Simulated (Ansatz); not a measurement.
A relaxation of the atoms of YSi2Rh3 (P6mm, 6 atoms in the cell) with Ansatz (a first-principles code).

Computed with LDA (PW92), default PAW files made with PBE (plane waves; Ansatz).

The change in words: one atom moved by 0.15 angstrom; relax: default → atoms; relax.f_tol: default → 0.1 eV/Å. Reference geometry:
```xyz
6
Lattice="5.4555 0.0000 0.0000 -2.7278 4.7246 0.0000 0.0000 0.0000 3.5929" Properties=species:S:1:pos:R:3 pbc="T T T"
Y      0.0000     0.0000     0.0000
Si     2.7278     1.5749     0.0000
Si     0.0000     3.1497     0.0000
Rh    -1.3639     2.3623     1.7965
Rh     2.7278     0.0000     1.7965
Rh     1.3639     2.3623     1.7965
```

Reference input (self-consistent single point, DFT, LDA (PW92), plane waves, default PAW files made with PBE): basis.ecutwfc = 30.9 Ry; kpoints.mp_grid.grid = 7 7 9; hamiltonian.xc = lda; hamiltonian.pseudopotentials = {kind: paw} (the program's default PAW files); scf.occupations.method = fermi_dirac; scf.occupations.width = 0.0073 Ry. This run's input differs from it in these lines:

```diff
@@ -7,3 +7,3 @@
   atoms:
-    - { symbol: Y, position: [0.000000, 0.000000, 0.000000] }
+    - { symbol: Y, position: [0.000000, 0.000000, 0.041749] }
     - { symbol: Si, position: [0.666667, 0.333333, 0.000000] }
@@ -26,2 +26,4 @@
     width: 0.0073 Ry
+relax:
+  f_tol: 0.1
 output:
```

Output, abridged:

```
   [... SCF lines of the steps left out ...]
relax step   1: F+E_penalty+E_count = -23805.24442280 eV  Δ(F+E_penalty+E_count) = +0.000e0 eV  max|allowed force component| = 1.514e-1 eV/Å  Δτ_max = 0.0000 Å  (6 SCF iters, dr2 threshold 1.00e-4 eV, accepted)
relax step   2: F+E_penalty+E_count = -23805.25310713 eV  Δ(F+E_penalty+E_count) = -8.684e-3 eV  max|allowed force component| = 6.816e-2 eV/Å  Δτ_max = 0.0649 Å  (6 SCF iters, accepted)
the relaxation is at rest under the 12 symmetry operations that the run kept from its start: a minimum is not shown …
Free energy (F): -23805.253107 eV
Internal energy: -23805.180179 eV  (E = F + TS)
E sigma→0 (E₀):  -23805.216643 eV
Entropy (-TS):   -0.072928 eV (-12.155 meV/atom)
Fermi energy:    16.498625 eV
--- Forces (eV/Å), atoms counted from 1 ---
  atom   1  Y      0.00000000     0.00000000    -0.06822038
  atom   2  Si     0.00000000    -0.00000000     0.00261020
  atom   3  Si    -0.00000000     0.00000000     0.00261020
  atom   4  Rh     0.00000000    -0.00000000     0.02087674
  atom   5  Rh    -0.00000000    -0.00000000     0.02087674
   [... lines left out ...]
    - { symbol: Si, position: [0.6666666666666666, 0.3333333333333333, 0.003282543797253059] }
    - { symbol: Si, position: [0.3333333333333333, 0.6666666666666666, 0.0032825437972530576] }
    - { symbol: Rh, position: [0.0, 0.5, 0.5038287788191808] }
    - { symbol: Rh, position: [0.5, 1.1323244883484623e-36, 0.5038287788191808] }
    - { symbol: Rh, position: [0.5, 0.5, 0.5038287788191808] }
```

The run converged.  The full log also holds: “iter 5 did not close the SCF: its close was put off for the readings that it lacked (scf_convergence_deferred on its scf_iter line)”.

Summary of the result:
| Quantity | Value |
|---|---|
| Free energy E − TS (on the zero of these files) | -23805.2531 eV |
| Fermi level (on the code's own zero) | 16.50 eV |
| Pressure | -1.24 GPa |
| Largest force (vector length) | 0.068 eV/Å |
| Relaxation steps | 2 |

The starting cell comes from a database of computed structures (which also holds hypothetical and non-ambient phases and stackings), without a prior relaxation at this level. Its lattice was rescaled by up to half a per cent. For this run, on top of that: one atom moved by 0.15 angstrom. Spin polarisation is off. The relaxation keeps the symmetry of its start, so its end need not be a minimum. Ansatz's pressure includes its estimate of the finite-basis (Pulay) stress.

Keys are those of Ansatz 0.2.
